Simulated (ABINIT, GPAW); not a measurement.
An ABINIT input for a self-consistent single point of Co3Sn2S2 (R-3m, 7 atoms in the cell) (DFT, LDA (PW92), plane waves, norm-conserving pseudopotentials (PseudoDojo nc-sr-04 LDA standard)):

```
# Co3(SnS)2, PseudoDojo nc-sr-04 LDA standard
pp_dirpath "./"
pseudos "Co.upf, Sn.upf, S.upf"
acell 5.3304082170 5.3304082170 5.3304082170 Angstrom
rprim
         0.5029971243    0.2904055251    0.8140384044
        -0.5029971243    0.2904055251    0.8140384044
        -0.0000000000   -0.5808110502    0.8140384044
natom 7
ntypat 3
znucl 27 50 16
typat 1 1 1 2 2 3 3
xcart
         1.3405900023    0.7739899987    2.1695785000
        -1.3405900023    0.7739899987    2.1695785000
        -0.0000000000   -1.5479799974    2.1695785000
        -0.0000000000    0.0000000000    6.5087355000
         0.0000000000    0.0000000000    0.0000000000
        -0.0000000000    0.0000000000    9.3665390135
        -0.0000000000    0.0000000000    3.6509319865
      Angstrom
ecut 48 Ha
nsppol 2
spinat
      0 0 3
      0 0 3
      0 0 3
      0 0 0
      0 0 0
      0 0 0
      0 0 0
occopt 3
tsmear 0.136 eV
nband 63
kptopt 1
ngkpt 4 4 4
nshiftk 1
shiftk 0 0 0
nstep 60
toldfe 1.0e-09
prtwf 0
prtden 0
enunit 1
```

Q: Write the same calculation as an input for GPAW.

A: This is the input that was run; spellings and numerical settings could be chosen otherwise.

```python
from ase import Atoms
from ase.units import GPa
from gpaw import GPAW

atoms = Atoms(['Co', 'Co', 'Co', 'Sn', 'Sn', 'S', 'S'],
              cell=[[2.681180, 1.547980, 4.339157],
                    [-2.681180, 1.547980, 4.339157],
                    [0.000000, -3.095960, 4.339157]],
              scaled_positions=[[0.500000, 0.000000, 0.000000],
                                [0.000000, 0.500000, 0.000000],
                                [0.000000, 0.000000, 0.500000],
                                [0.500000, 0.500000, 0.500000],
                                [0.000000, 0.000000, 0.000000],
                                [0.719536, 0.719536, 0.719536],
                                [0.280464, 0.280464, 0.280464]],
              pbc=True)

atoms.set_initial_magnetic_moments([3.0, 3.0, 3.0, 0.0, 0.0, 0.0, 0.0])

calc = GPAW(spinpol=True,
            mode={'name': 'pw', 'ecut': 800},
            xc='LDA',
            kpts={'size': (4, 4, 4), 'gamma': True},
            occupations={'name': 'fermi-dirac', 'width': 0.136},
            nbands=-15,
            convergence={'forces': 0.001},
            symmetry={'symmorphic': False, 'tolerance': 0.0005},
            maxiter=100)

atoms.calc = calc

energy = atoms.get_potential_energy()
print('Energy (eV):', round(energy, 6))
forces = atoms.get_forces()
print('Forces (eV/Ang):')
print(forces.round(5))
stress = atoms.get_stress()
print('Stress (GPa, Voigt):', (stress / GPa).round(4))
```

Basis, cutoffs, solver keys and any potentials are the target program's own. This input uses DFT LDA (Perdew-Wang 92), plane waves, GPAW PAW datasets LDA (gpaw-data 1.0.1). LDA parametrisations can differ slightly between programs.

The starting cell comes from a database of computed structures (which also holds hypothetical and non-ambient phases and stackings), without a prior relaxation at this level.
